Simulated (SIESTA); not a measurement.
Band structure of SnO (P4/nmm, 4 atoms in the cell).

```
CELL_PARAMETERS angstrom
      3.81370     0.00000     0.00000
      0.00000     3.81370     0.00000
      0.00000     0.00000     4.88691
ATOMIC_POSITIONS crystal
  Sn 0.00000 0.50000 0.23537
  Sn 0.50000 0.00000 0.76463
  O  0.50000 0.50000 0.00000
  O  0.00000 0.00000 0.00000
```

Computed with GGA PBE, numerical atomic orbitals DZP, PseudoDojo PBE standard norm-conserving potentials (rewritten from UPF to PSML) (SIESTA).

Settings: XC.functional = GGA; XC.authors = PBE; potentials = PseudoDojo PBE standard; PAO.BasisSize = DZP; PAO.EnergyShift = 0.01 Ry; MeshCutoff = 300 Ry; kgrid.MonkhorstPack = 5 5 4; OccupationFunction = FD; ElectronicTemperature = 0.01 eV; MaxSCFIterations = 150; SCF.Mixer.Method = Pulay; SCF.Mixer.Weight = 0.25; SCF.Mixer.History = 6; SCF.DM.Tolerance = 1.0E-04.

The starting cell comes from a database of computed structures (which also holds hypothetical and non-ambient phases and stackings), without a prior relaxation at this level. Values carry the incompleteness of an atom-centred basis.

Predict the gap along the standard path and the places of the band edges.

The gap along the path is 0.13 eV, from a point between M and Γ to M; the smallest direct gap on it is 1.92 eV.

Levels in eV from the top of the valence band on the path, bands 17 to 21:
```json
[
 {"point": "Γ", "17": "-3.44", "18": "-3.14", "19": "-3.14", "20": "-0.01", "21": "1.95"},
 {"point": "X", "17": "-4.84", "18": "-4.84", "19": "-2.64", "20": "-2.64", "21": "3.14"},
 {"point": "M", "17": "-2.48", "18": "-2.48", "19": "-1.83", "20": "-1.83", "21": "0.13"},
 {"point": "Z", "17": "-3.24", "18": "-3.17", "19": "-3.17", "20": "-2.17", "21": "1.59"},
 {"point": "R", "17": "-4.80", "18": "-4.80", "19": "-1.67", "20": "-1.67", "21": "2.57"},
 {"point": "A", "17": "-2.60", "18": "-2.60", "19": "-2.48", "20": "-2.48", "21": "2.44"}
]
```

Higher empty bands are left out: an atom-centred basis made for the valence describes them poorly.
